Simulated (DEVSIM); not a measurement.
Structure: abrupt Si n-p junction, at 300 K.

Layer 1 from the left is Si, thickness (μm) 3.00, Nd (cm⁻³) 5.7e18, τn (s) 2.3e-7, τp (s) 2.3e-7. Layer 2 from the left is Si, thickness (μm) 0.360, Na (cm⁻³) 1.7e16, τn (s) 2.3e-7, τp (s) 2.3e-7.

Left contact: ohmic. Right contact: ohmic. Voltage is applied to the left contact. Recombination: SRH at mid-gap. Mobility is μmin + (μ − μmin)/(1 + (N/Nref)^α).

Constants are typed, rounded textbook-type inputs, not results; the design itself was drawn at random and stands for no fabricated device. Values at 300 K.

Si: gap (eV) 1.124, affinity (eV) 4.05, permittivity 11.7, Nc (cm⁻³) 2.86e19, Nv (cm⁻³) 3.1e19, μn (cm²/Vs) 1417, μp (cm²/Vs) 470, μn,min 52, μp,min 45, Nref,n 9.7e16, Nref,p 2.2e17, αn 0.68, αp 0.72.

Model (solved in DEVSIM): 1D drift-diffusion, Boltzmann statistics, complete ionisation; no tunnelling, impact ionisation, image-force lowering or self-heating.

What does the simulation give for the dark forward voltage at 100 A/cm², the potential step across the device at zero bias, the dark forward voltage at 1 A/cm², the largest field in the device at zero bias?

dark forward voltage at 100 A/cm² 0.652 V; potential step across the device at zero bias 0.888 V; dark forward voltage at 1 A/cm² 0.527 V; largest field in the device at zero bias 140000 V/cm.
